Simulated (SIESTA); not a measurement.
SIESTA run on Mg₂Zn (P1, 6 atoms in the cell): self-consistent single point.

Computed with LDA PW92, numerical atomic orbitals DZP, PseudoDojo LDA standard norm-conserving potentials (rewritten from UPF to PSML) in SIESTA.

```xyz
6
Lattice="5.8008 -1.5319 0.0000 5.8008 1.5319 0.0000 -1.9158 0.0000 6.7335" Properties=species:S:1:pos:R:3 pbc="T T T"
Mg     7.8221    -0.0031     1.0515
Mg     1.8649    -0.0180     5.6919
Mg    10.8656     0.0499     1.4889
Mg    -1.1709     0.0025     5.2454
Zn     3.2318    -0.0324     3.1944
Zn     6.4438     0.0011     3.5286
```

Reference input (self-consistent single point, DFT, LDA PW92, numerical atomic orbitals DZP, PseudoDojo LDA standard norm-conserving potentials (rewritten from UPF to PSML)): XC.functional = LDA; XC.authors = PW92; potentials = PseudoDojo LDA standard; PAO.BasisSize = DZP; PAO.EnergyShift = 0.01 Ry; MeshCutoff = 400 Ry; kgrid.MonkhorstPack = 11 11 5; OccupationFunction = MP; OccupationMPOrder = 1; ElectronicTemperature = 50 meV; MaxSCFIterations = 150; SCF.Mixer.Method = Broyden. This run's input differs from it in these lines:

```diff
@@ -32,5 +32,5 @@
 %block kgrid.MonkhorstPack
-   11   0   0  0.0
-    0  11   0  0.0
-    0   0   5  0.0
+    9   0   0  0.0
+    0   9   0  0.0
+    0   0   4  0.0
 %endblock kgrid.MonkhorstPack
```

Output (repeated stretches shortened):

```
        iscf     Eharris(eV)        E_KS(eV)     FreeEng(eV)     dDmax    Ef(eV) dHmax(eV)
   scf:    1   -17473.873394   -17702.987190   -17702.987320  2.411415 -0.716353 59.541609
   scf:    2   -17751.791617   -17798.310975   -17798.310690  2.785233 -2.299771 14.369243
   scf:    3   -17819.737001   -17812.918685   -17812.918771  1.207550 -2.203454  2.838175
   scf:    4   -17813.560590   -17813.431802   -17813.431603  0.256131 -2.213288  1.333490
   scf:    5   -17813.459439   -17813.447639   -17813.447426  0.017467 -2.272646  0.344343
   [... 5 lines left out ...]
   scf:   11   -17813.450588   -17813.450588   -17813.450293  0.000094 -2.298308  0.000673
   scf:   12   -17813.450588   -17813.450588   -17813.450293  0.000041 -2.298454  0.000385
   scf:   13   -17813.450588   -17813.450588   -17813.450293  0.000020 -2.298540  0.000229
   scf:   14   -17813.450588   -17813.450588   -17813.450293  0.000010 -2.298590  0.000146
SCF Convergence by DM+H criterion
max |DM_out - DM_in|         :     0.0000097922
max |H_out - H_in|      (eV) :     0.0001460775
SCF cycle converged after 14 iterations

Using DM_out to compute the final energy and forces

siesta: E_KS(eV) =           -17813.4506

siesta: E_KS - E_eggbox =    -17813.4506

siesta: Atomic forces (eV/Ang):
     1   -0.136003   -0.005866    0.036289
     2    0.145639    0.059322   -0.097159
     3    0.015633   -0.127685    0.180996
     4   -0.057107   -0.034116   -0.195710
     5   -0.283010    0.084128    0.094021
     6    0.314645    0.024845   -0.019642
   Tot   -0.000204    0.000627   -0.001207
   Max    0.314645
   Res    0.137854    sqrt( Sum f_i^2 / 3N )
   Max    0.314645    constrained

   [... lines left out ...]
siesta: FreeEng =    -17813.450293
   [... lines left out ...]
siesta:     0.036133    0.000315    0.000562
siesta:     0.000315    0.030322   -0.000552
siesta:     0.000562   -0.000552    0.032572

siesta: Cell volume =        119.669787 Ang**3

siesta: Pressure (static):
siesta:                Solid            Molecule  Units
siesta:          -0.00035951         -0.00034469  Ry/Bohr**3
siesta:          -0.03300880         -0.03164760  eV/Ang**3
siesta:         -52.88593070        -50.70504368  kBar
```

The run converged in 14 iterations. Against the reference run the free energy rises by 6.5 meV/atom, the pressure stays near -5.29 GPa while the xx stress (positive for compression) goes from -5.39 to -5.79 GPa and the largest force goes from 0.328 to 0.316 eV/Å.

The starting cell comes from a database of computed structures (which also holds hypothetical and non-ambient phases and stackings), without a prior relaxation at this level. Its atoms were displaced at random from the sites of space group no. 12. Values carry the incompleteness of an atom-centred basis. With a pressure of about -5 GPa the cell is away from its equilibrium volume at this level.

Cost on one core of a shared machine: roughly 2 min.
